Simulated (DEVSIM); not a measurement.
Structure: abrupt In0.53Ga0.47As p-n junction, at 350 K.

Layer 1 from the left is In0.53Ga0.47As, thickness (μm) 0.160, Na (cm⁻³) 2.3e16, τn (s) 1.9e-8, τp (s) 1.9e-8. Layer 2 from the left is In0.53Ga0.47As, thickness (μm) 9.40, Nd (cm⁻³) 1.2e14, τn (s) 1.9e-8, τp (s) 1.9e-8.

Left contact: ohmic. Right contact: ohmic. Voltage is applied to the left contact. Recombination: SRH at mid-gap, radiative. Mobility is μmin + (μ − μmin)/(1 + (N/Nref)^α).

Constants are typed, rounded textbook-type inputs, not results; the design itself was drawn at random and stands for no fabricated device. Values at 300 K; Nc and Nv go as T^1.5, mobilities as T to minus their exponent, the gap by Varshni's rule with the affinity fixed.

In0.53Ga0.47As: gap (eV) 0.74, affinity (eV) 4.51, permittivity 13.9, Nc (cm⁻³) 2.1e17, Nv (cm⁻³) 7.7e18, μn (cm²/Vs) 12000, μp (cm²/Vs) 300, μn,min 300, μp,min 10, Nref,n 1.3e17, Nref,p 4.9e17, αn 0.48, αp 0.4, T exponent of μn 1.6, T exponent of μp 1.6, B (cm³/s) 9.6e-11, Varshni α (eV/K) 0.00035, Varshni β (K) 190.

Model (solved in DEVSIM): 1D drift-diffusion, Boltzmann statistics, complete ionisation; no tunnelling, impact ionisation, image-force lowering or self-heating.

### Question
What does the simulation give for the potential step across the device at zero bias, the dark forward voltage at 100 A/cm², the dark forward voltage at 1 A/cm²?

### Answer
potential step across the device at zero bias 0.311 V; dark forward voltage at 100 A/cm² 0.424 V; dark forward voltage at 1 A/cm² 0.142 V.
